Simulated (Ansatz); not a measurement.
A periodic model of amorphous hafnium silicate (Hf₁₈O₃₈Si):

```xyz
57
Lattice="9.2354 0.0650 -0.0092 0.0650 8.8342 -0.1891 -0.0092 -0.1891 9.1048" Properties=species:S:1:pos:R:3 pbc="T T T"
Hf     3.8918     7.0981     1.7010
Hf     8.4814     7.7524     7.4666
Hf     4.7189     4.4314     3.6922
Hf     2.2496     0.4626     7.2719
Hf     2.1465     3.9687     6.8148
Hf     5.6226     1.3964     2.7222
Hf     8.5310     3.1694     2.7499
Hf     1.2142     6.1391     4.0351
Hf     0.8839     0.0122     1.7802
Hf     2.6898     1.7667     4.1244
Hf     7.3537     2.1475     8.8936
Hf     0.7106     5.2508     0.5905
Hf     4.2477     3.5394     0.0738
Hf     8.6547     1.2962     5.4073
Hf     6.7269     5.7668     0.6335
Hf     7.2905     7.5650     3.8222
Hf     5.0809     6.2311     6.9524
Hf     7.7983     4.5131     6.1903
O      6.1340     3.9203     8.4927
O      3.8887     4.7575     7.5350
O      2.7747     8.6734     4.8866
O      5.5451     8.1985     2.4530
O      5.5688     1.9661     0.7309
O      1.9210     5.6947     5.8070
O      6.4717     3.2746     3.0963
O      8.1908     4.1413     0.8634
O      8.5450     6.8633     0.2902
O      4.7415     5.0191     1.5598
O      6.9869     5.9887     2.5961
O      4.7789     1.0836     4.7197
O      3.3260     2.0602     7.8577
O      1.9184     6.8484     1.1467
O      3.3254     6.0484     3.3959
O      1.1335    -0.1445     8.8219
O      0.1343     7.7039     3.1449
O      7.8324     2.4310     6.9184
O      5.3208     7.1898     4.9438
O      0.5940     8.5916     6.1920
O      1.4773     2.0488     6.0376
O      4.1494     8.2006     6.8635
O      0.7230     4.6764     2.6777
O      8.6946     1.6912     1.2695
O      2.2210     4.1119     0.0604
O      0.8150     1.6135     3.3824
O      2.8224     0.1961     2.3289
O      8.6319     3.3589     4.7579
O      0.2413     4.6161     7.5512
O      3.9347     2.6883     2.7097
O      7.4914     8.5027     5.6856
O      5.0836     6.9217    -0.0554
O      7.0524     6.1817     7.3728
O      8.5253     6.0666     4.9722
O      5.8375     4.7450     5.4876
O      3.2520     3.5796     4.9334
O      7.3381     0.2113     8.4825
O      7.4476     0.8912     3.6520
Si     4.3896     8.4938     5.2166
```

Computed with PBE, scalar-relativistic without spin-orbit coupling (plane waves to 420 eV, PAW; Ansatz, a first-principles code).

Preparation: random packing, a CHGNet melt and quench, and a DFT relaxation. O atoms were pushed apart under 1.9 Å during the dynamics, to hinder bonds among them. The hot cell started wider than the set density and was brought back towards it in steps. It is the lowest in DFT energy of 2 quenches. It is a model cell: composition and starting density were chosen by hand, and all elements were melted together. No dispersion term was used. Its density started from a set value of 8.61 and ended at 8.61 g/cm³. Cooling (nominally 380 K/ps over its main leg) ran many orders faster than in experiment, which tends to leave more defects and strain. One small periodic cell is one sample of the glass; other quenches scatter about these values. The volume was held where the preparation left it and the shape relaxed, at a PBE pressure of -2.1 GPa (tension). Stress components on the final sampling reach 2.1 GPa.

Cut-offs for bonds: Hf-Hf 3.34 Å, Hf-O 2.60 Å, Hf-Si 2.89 Å, O-O 1.58 Å, O-Si 2.12 Å, Si-Si 2.60 Å. Two cations that share two anions don't count as bonded, nor two that share one unless they lie closer than Hf-Hf 3.25 Å, Hf-Si 2.81 Å, Si-Si 2.38 Å.

Q: Give the coordination numbers, mean bond lengths and angles.

A: 
| Quantity | Value |
|---|---|
| Mean coordination of Hf by anions | 6.22 (1 with 5, 12 with 6, 5 with 7) |
| Mean coordination of O | 3.05 (3 with 2, 30 with 3, 5 with 4) |
| Mean coordination of Si by anions | 4.00 (1 with 4) |
| Mean Hf-O bond | 2.149 Å (spread 0.111 Å, 112 counted) |
| Mean O-Si bond | 1.654 Å (spread 0.023 Å, 4 counted) |
| Bond angle at Hf | mean 102.4°, spread 28.6° |
| Bond angle at O | mean 114.2°, spread 15.9° |
| Bond angle at Si | mean 109.6°, spread 14.8° |

Q: Which atoms depart from the most common coordination of their element?

A: Hf5 has 7 (O24 2.01 Å, O20 2.04 Å, O47 2.14 Å, O39 2.18 Å, O54 2.22 Å, O43 2.35 Å, O31 2.47 Å); Hf8 has 5 (O24 1.96 Å, O41 2.06 Å, O35 2.10 Å, O52 2.15 Å, O33 2.21 Å); Hf10 has 7 (O44 2.02 Å, O54 2.06 Å, O48 2.10 Å, O21 2.15 Å, O30 2.28 Å, O39 2.28 Å, O45 2.39 Å); Hf14 has 7 (O36 2.06 Å, O38 2.08 Å, O49 2.09 Å, O46 2.16 Å, O56 2.17 Å, O39 2.30 Å, O44 2.50 Å); Hf15 has 7 (O29 1.99 Å, O50 2.12 Å, O27 2.15 Å, O19 2.15 Å, O26 2.20 Å, O28 2.31 Å, O51 2.46 Å); Hf16 has 7 (O29 2.02 Å, O49 2.10 Å, O35 2.20 Å, O56 2.20 Å, O52 2.26 Å, O37 2.30 Å, O22 2.31 Å); O24 has 2 (Hf8 1.96 Å, Hf5 2.01 Å); O26 has 4 (Hf12 2.13 Å, Hf7 2.15 Å, Hf15 2.20 Å, Hf11 2.26 Å); O28 has 4 (Hf13 2.15 Å, Hf3 2.21 Å, Hf1 2.25 Å, Hf15 2.31 Å); O29 has 2 (Hf15 1.99 Å, Hf16 2.02 Å); O39 has 4 (Hf4 2.15 Å, Hf5 2.18 Å, Hf10 2.28 Å, Hf14 2.30 Å); O44 has 4 (Hf10 2.02 Å, Hf7 2.22 Å, Hf9 2.27 Å, Hf14 2.50 Å); O51 has 4 (Hf17 2.02 Å, Hf2 2.13 Å, Hf18 2.18 Å, Hf15 2.46 Å); O55 has 2 (Hf2 1.88 Å, Hf11 1.98 Å).

Q: List the pairs of like atoms that count as bonded by the rules above.

A: There are none by these rules.

Q: What Bader charges do the atoms carry, from a run on the zone centre alone?

A: Means (range): Hf +2.62 e (+2.57 to +2.65), O -1.32 e (-1.52 to -1.18), Si +3.21 e (+3.21 to +3.21).
```
atom  charge (e)
----  ----------
Hf1        +2.62
Hf2        +2.57
Hf3        +2.65
Hf4        +2.58
Hf5        +2.62
Hf6        +2.61
Hf7        +2.62
Hf8        +2.63
Hf9        +2.64
Hf10       +2.61
Hf11       +2.60
Hf12       +2.60
Hf13       +2.65
Hf14       +2.60
Hf15       +2.60
Hf16       +2.65
Hf17       +2.63
Hf18       +2.64
O19        -1.31
O20        -1.27
O21        -1.49
O22        -1.33
O23        -1.30
O24        -1.26
O25        -1.30
O26        -1.35
O27        -1.34
O28        -1.34
O29        -1.28
O30        -1.51
O31        -1.29
O32        -1.32
O33        -1.31
O34        -1.31
O35        -1.32
O36        -1.30
O37        -1.52
O38        -1.29
O39        -1.33
O40        -1.47
O41        -1.31
O42        -1.30
O43        -1.30
O44        -1.32
O45        -1.31
O46        -1.30
O47        -1.34
O48        -1.30
O49        -1.27
O50        -1.30
O51        -1.33
O52        -1.32
O53        -1.30
O54        -1.29
O55        -1.18
O56        -1.32
Si57       +3.21
```
